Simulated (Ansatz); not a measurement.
Input:

```
SnF2
1.0
    5.46962     0.00000     0.00000
    0.00000     5.46962     0.00000
    0.00000     0.00000     3.79768
Sn F
2 4
Direct
  0.50000   0.50000   0.50000
  0.00000   0.00000   0.00000
  0.80606   0.80606   0.50000
  0.30606   0.69394   0.00000
  0.69394   0.30606   0.00000
  0.19394   0.19394   0.50000
```

No spin polarisation.

Computed with PBEsol, PAW, 420 eV (Ansatz, a quantum-chemistry and plane-wave program; without spin-orbit coupling), earlier PAW set. k-mesh 6×6×9 (Γ-centred); smearing 0.05 eV (Fermi–Dirac).

Q: Estimate the band gap.

A: 2.50 eV.

Q: Estimate the smallest direct gap.

A: 2.63 eV.

Q: Estimate the gap character.

A: Indirect, Γ–Z (50 % along) → M.

Whether these cells are dynamically stable was not tested. The cell was made from SnO2 by this change: O → F; the result is a hypothetical phase, not in the database extracts checked.
